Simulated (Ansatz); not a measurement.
Ge2Sb2Te5 (model structure, P3m1, No. 156, 9 atoms in the cell), treated with PBE-D3(BJ) (plane waves, PAW; Ansatz, an electronic-structure program).

Run with plane-wave cutoff 520 eV, 12×12×2 k mesh (along the axes of the cell as run), Fermi–Dirac smearing 0.01 eV, scalar-relativistic PAW data made under PBE.

Cell (relaxed at this level):

Space group P3m1 (No. 156); a = b = 4.246 Å, c = 17.317 Å, α = β = 90.00°, γ = 120.00°

```csv
atom,site,symmetry,x,y,z
Te,1a,3m.,0.0000,0.0000,0.9968
Sb,1b,3m.,0.3333,0.6667,0.0979
Te,1c,3m.,0.6667,0.3333,0.2085
Sb,1a,3m.,0.0000,0.0000,0.3262
Te,1b,3m.,0.3333,0.6667,0.4245
Te,1c,3m.,0.6667,0.3333,0.5745
Ge,1a,3m.,0.0000,0.0000,0.6572
Te,1b,3m.,0.3333,0.6667,0.7859
Ge,1c,3m.,0.6667,0.3333,0.8698
```

Problem. What does this level give for the band gap and smallest direct gap on the k points sampled?

Solution. 
band gap: 0.24 eV
smallest direct gap on the k points sampled: 0.34 eV

Note: a distance lies near a switch of the dispersion term, which can move the cell; the relaxation could raise the start's symmetry but not lower it, so the cell can be a saddle point.

Spin–orbit coupling is not included; it can close the smallest gap of 0.24 eV.

The result took roughly 110 core-seconds.

A model structure was made by putting elements into a prototype or built by hand; it is no filed structure, need not be a known phase, and can be a saddle point held by its symmetry.
